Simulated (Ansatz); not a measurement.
Input:

End structure of a constructed model of the (100) surface of fcc Pd, a layer of Cu in place of the second plane (bottom of the slab: a bare face, its two planes held):

```yaml
crystal:
  lattice:
    - [2.78861, 0.00000, 0.00000]
    - [0.00000, 2.78861, 0.00000]
    - [0.00000, 0.00000, 26.00000]
  atoms:
    - { symbol: Pd, position: [0.50000, 0.50000, 0.31201] }
    - { symbol: Pd, position: [0.00000, 0.00000, 0.38786] }
    - { symbol: Pd, position: [0.50000, 0.50000, 0.46367] }
    - { symbol: Pd, position: [0.00000, 0.00000, 0.54010] }
    - { symbol: Cu, position: [0.50000, 0.50000, 0.60802] }
    - { symbol: Pd, position: [0.00000, 0.00000, 0.67449] }
```

Model: 6-atom slab, 9.8 Å thick at the start (thin: gaps and levels are the slab's own), 13x13x1 mesh, Fermi-Dirac 0.1 eV, dipole correction, 2 atoms held, the rest relaxed; symmetry of the start imposed; no spin, no spin-orbit, no U. It is one candidate, not shown to be the stable structure of the face.

Problem. Give the work function of the top face at the level PBE in Ansatz (a quantum-chemistry and plane-wave program).

Solution. 5.06 eV
